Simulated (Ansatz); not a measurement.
The starting structures come from a database of crystals and need not be the phases stable at ambient conditions.

Inside the gap of an insulator the Bloch states are evanescent, with a wavenumber k + iκ along the transport direction.

Given:

```xyz
14
Lattice="6.2904 0.0000 0.0000 0.0000 7.8907 0.0000 3.1452 -2.8198 5.7804" Properties=species:S:1:pos:R:3 pbc="T T T"
Rb     6.2904     5.0186     1.7918
Rb     3.1452     0.0523     3.9886
Rb     3.1452     1.8036     0.1231
Rb     6.2904     3.2673     5.6573
W      3.1452     4.2864     3.7525
W      6.2904     0.7845     2.0279
O      7.9741     5.2464     4.1352
O      1.4615    -0.1756     1.6452
O      4.8289    -0.1756     1.6452
O      4.6067     5.2464     4.1352
O      6.2904     1.1135     3.7924
O      3.1452     3.9573     1.9880
O      3.1452     2.7741     4.7177
O      6.2904     2.2967     1.0628
```

Space group of this cell: C2/m. The cell is taken as given; by PBEsol its mean pressure is -1.1 GPa.

Transport runs along the normal of the first two printed cell vectors.

The gap is the functional's own. No spin-orbit coupling. Mid-gap values are interpolated on the energy grid.

Task: Compute, with Ansatz (a program for electronic structure) with PBEsol, the band gap and the smallest decay constant κ at mid-gap.

Result: Gap 4.52 eV on a 6×4×6 mesh; κ = 0.484 1/Å, at the zone centre.
